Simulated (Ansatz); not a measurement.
**Al2Cu, response to strain**

Base system: Al$_{2}$Cu (space group Fm-3m, No. 225; a cell from a computed database, its experimental status unchecked; relaxed with 0.1 eV smearing).

```xyz
3
Lattice="0.0000 2.8679 2.8679 2.8679 0.0000 2.8679 2.8679 2.8679 0.0000" Properties=species:S:1:pos:R:3 pbc="T T T"
Al     1.4339     1.4339     1.4339
Al     4.3018     4.3018     4.3018
Cu     2.8679     2.8679     2.8679
```

Cartesian axes are those of the cell as printed.

Strains are applied to the cell and any free atomic positions relax; under stress the whole cell relaxes.

The values are results of plane-wave PAW DFT at the r2SCAN level (Ansatz, a quantum-chemistry and plane-wave program, 500 eV), no SOC, earlier PAW set, not measurements.

Candidates:
(a) tensor shear ε_xy = −0.37 %
(b) uniaxial stress, 8 GPa tension along x
(c) isotropic strain −1.97 %

Notes on the quantities. energy relative to the base: free energy F.

Order them by energy relative to the base, lowest first.

(a) tensor shear ε_xy = −0.37 % (+0.2 meV/atom), (c) isotropic strain −1.97 % (+20 meV/atom), (b) uniaxial stress, 8 GPa tension along x (+32 meV/atom)

Beyond what the load breaks, stability against distortions was not tested. The base started in I4/mmm and relaxed to Fm-3m at this level. The final runs are not spin-polarised.
